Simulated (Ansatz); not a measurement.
Take Nb in the bcc (W type) structure (space group Im-3m, No. 229; a = 3.303 Å) as the base. Axes: x, y, z lie along the cube axes.

Method: r2SCAN in Ansatz (plane waves to 500 eV, PAW, no spin-orbit coupling).

Base values:

The shortest interatomic distance is 2.860 Å.

Perturbation: a free-standing slab of 6 layers (6 atoms, 1 a layer) is cut normal to [110], with 15 Å of vacuum and the in-plane cell held at bulk.

Q: How does this affect the excess energy per area of both faces and shortest interatomic distance?

A: The excess energy per area of both faces (slab less bulk energy over the cell's area: twice a surface energy) is 4.5 J/m² (uncertain by up to 0.1 J/m²); the shortest interatomic distance falls by 0.084 Å (2.860 Å → 2.776 Å).

Slab and bulk use different k-meshes, which limits the precision of the excess energy. No phonon test of stability was made. All final runs are without spin polarisation.

Ansatz is a first-principles code.
